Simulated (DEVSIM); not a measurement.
Device: abrupt Si p-n junction, at 300 K.

Layer 1 from the left is Si, thickness (μm) 1.20, Na (cm⁻³) 1.3e15, τn (s) 3.6e-5, τp (s) 3.6e-5. Layer 2 from the left is Si, thickness (μm) 130, Nd (cm⁻³) 4.8e17, τn (s) 3.6e-5, τp (s) 3.6e-5.

Left contact: ohmic. Right contact: ohmic. Voltage is applied to the left contact. Recombination: SRH at mid-gap, radiative. Mobility is μmin + (μ − μmin)/(1 + (N/Nref)^α).

This is a model device: material constants are rounded textbook-type values typed into the input, and sizes, dopings and lifetimes were drawn at random. Values at 300 K.

Si: gap (eV) 1.124, affinity (eV) 4.05, permittivity 11.7, Nc (cm⁻³) 2.86e19, Nv (cm⁻³) 3.1e19, μn (cm²/Vs) 1417, μp (cm²/Vs) 470, μn,min 52, μp,min 45, Nref,n 9.7e16, Nref,p 2.2e17, αn 0.68, αp 0.72, B (cm³/s) 4.7e-15.

DEVSIM, 1D drift-diffusion, Boltzmann statistics, complete ionisation; no tunnelling, impact ionisation, image-force lowering or self-heating.

Q: What does the simulation give for the dark forward voltage at 1 A/cm², the dark forward voltage at 100 A/cm², the largest field in the device at zero bias, the potential step across the device at zero bias?

A: dark forward voltage at 1 A/cm² 0.489 V; dark forward voltage at 100 A/cm² 0.672 V; largest field in the device at zero bias 40000 V/cm; potential step across the device at zero bias 0.758 V.
